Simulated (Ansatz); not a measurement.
## HgS under a change: S → Mo

The reference is HgS in the rock salt structure (space group Fm-3m, No. 225; a = 5.452 Å; a model cell, its experimental status unchecked).

Perturbation: Mo takes the place of S on all its sites, then cell and atoms are relaxed.

Calculations: DFT with PBEsol, PAW potentials and a 420 eV plane-wave cutoff in Ansatz (a quantum-chemistry and plane-wave program), no SOC, earlier PAW set. Settings: 15×15×15 k-points, 0.05 eV Fermi–Dirac smearing.

The volume per atom falls by 0.26 Å³, from 20.25 Å³ to 19.99 Å³ and the density grows by 2.78 g/cm³ (9.54 g/cm³ → 12.32 g/cm³). The lattice parameter a decreases by 0.024 Å to 5.428 Å and the space group is still Fm-3m (No. 225). The band gap remains zero.

Whether these cells are dynamically stable was not tested. As relaxed here, HgMo is a hypothetical phase, not in the database extracts checked. All final runs are without spin polarisation. HgMo has a high density of states at the Fermi level and may be magnetic at this level. This is not the structure that HgS has at room temperature and ambient pressure.
